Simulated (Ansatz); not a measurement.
**A computed series for MoS2: element substitutions**

Take MoS2 in the 2H-MoS2 type structure (space group P6_3/mmc, No. 194; a = 3.1090 Å, c = 11.7088 Å; layered, stacked along the Cartesian z axis) as the base.

Each row replaces one element on all its sites; cell and atoms are relaxed.

Level of theory: Ansatz (an electronic-structure program) PBEsol-D3(BJ), no SOC.

```tsv
variant	band gap	density
base	0.52 eV	5.42 g/cm³
S → Te	(withheld)	8.57 g/cm³
S → Si	zero	6.13 g/cm³
Mo → W	(withheld)	(withheld)
```

### Question
What belongs in the blanks?

### Answer

- S → Te, band gap: 0.33 eV
- Mo → W, band gap: 0.65 eV
- Mo → W, density: 8.33 g/cm³

With Te and W present, leaving out spin-orbit coupling can change the band edges. Whether these cells are dynamically stable was not tested. As relaxed here, MoSi2 is a hypothetical phase, not in the database extracts checked. The final runs are not spin-polarised. MoSi2 has a high density of states at the Fermi level and may be magnetic at this level. The program warned that a D3 coordination switch lies within reach, so dispersion energies are less smooth here.
